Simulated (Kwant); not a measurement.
Model system: quantum point contact (saddle potential) in a ZnO two-dimensional gas. Effective mass 0.3 mₑ, grid spacing 10 nm, hard walls, nominal width 300 nm (29 grid rows, so walls 300 nm apart), one parabolic valley, scattering region 900 nm long along x; energies count from the band bottom; Fermi energy 0.00044 eV. Potential (V0 + ½k y²) cos²(πx/L) for |x| < L/2, with V0 swept from 0.000462 to 0 eV, k = 2.3e-07 eV/nm², L = 640 nm.

The device is made up for the run: typed textbook-type constants, with dimensions and the other settings drawn at random.

Computed with Kwant: effective-mass tight-binding model on a square grid, one spin, coherent transport at 0 K. Conductance is in e²/h.

### Question
Compare with the saddle-point formula G = Σ 1/(1 + exp(−2π(E − V0 − ħωy(n + ½))/ħωx)), taking ħωy = ħ√(k/m) and ħωx from the curvature along x of V0 plus half of the mode's confinement energy.

### Answer
ħωy = 0.242 meV; at V0 = 0.375 meV the lowest mode has ħωx = 0.0730 meV.

```
V0 (meV)  formula  simulation
--------  -------  ----------
0.435      8.6e-5      7.3e-5
0.375      0.0081      0.0083
0.315        0.60        0.62
0.254        1.00        1.00
0.194        1.00        1.00
0.134        1.00        1.00
```

The formula takes a parabolic saddle in the continuum; the run has the full potential on a grid.
